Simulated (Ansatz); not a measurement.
The starting structures come from a database of crystals and need not be the phases stable at ambient conditions.

The decay constant κ of evanescent states in the gap governs leakage through a thin film.

Input:

```
GaP
1.0
    3.91855     0.00000     0.00000
    0.00000     6.45959     0.00000
    1.95928     0.00000     3.32703
Ga P
2 2
Cartesian
  3.91856   3.22947   2.21802
  1.95928   6.45927   1.10901
  3.91856   0.81423   2.21802
  1.95928   4.04403   1.10901
```

Space group of this cell: Cmc2_1. The cell is strained (lengths across the current scaled by 1.02, ions clamped); by r2SCAN its mean pressure is -3.1 GPa.

Transport runs along the normal of the first two printed cell vectors.

The gap is the functional's own. No spin-orbit coupling. Mid-gap values are interpolated on the energy grid.

**Question.** Give the band gap and the smallest decay constant κ at mid-gap that r2SCAN in Ansatz (a quantum-chemistry and plane-wave program) yields.

**Answer.** Gap 1.63 eV on a 10×6×10 mesh; κ = 0.120 1/Å, at the zone centre.
